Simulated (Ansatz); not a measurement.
Results of r²SCAN+rVV10 (Ansatz, a first-principles code, PAW) for TiO₂ (I4₁/amd, No. 141, 6 atoms in the cell; start mp-34688; metastable phase).

Run with plane-wave cutoff 560 eV, 10×10×8 k mesh (along the axes of the cell as run), Fermi–Dirac smearing 0.01 eV, no spin polarisation, scalar-relativistic PAW data made under PBE.

Cell (relaxed at this level):

```cif
data_O8Ti4
_chemical_formula_sum 'Ti4 O8'
_space_group_name_H-M_alt 'I41/amd :1'
_space_group_IT_number 141
_space_group_name_Hall 'I 4bw 2bw -1bw'
_cell_length_a 3.77532
_cell_length_b 3.77532
_cell_length_c 9.53031
_cell_angle_alpha 90.000
_cell_angle_beta 90.000
_cell_angle_gamma 90.000
loop_
_atom_site_label
_atom_site_type_symbol
_atom_site_symmetry_multiplicity
_atom_site_Wyckoff_symbol
_atom_site_fract_x
_atom_site_fract_y
_atom_site_fract_z
_atom_site_occupancy
Ti1 Ti 4 a 0.00000 0.00000 0.00000 1
O1 O 8 e 0.00000 0.00000 0.20804 1
```
(The calculation used a cell of 6 atoms; values per cell refer to that cell.)

Question: What does this level give for the band gap, smallest direct gap on the k points sampled and Γ–Γ gap?

Answer: 
* **band gap**: 2.51 eV (indirect)
* **smallest direct gap on the k points sampled**: 2.87 eV
* **Γ–Γ gap**: 3.01 eV

Static lattice: no zero-point or thermal effects.

A start named mp-… is a Materials Project structure, which need not be a measured phase.
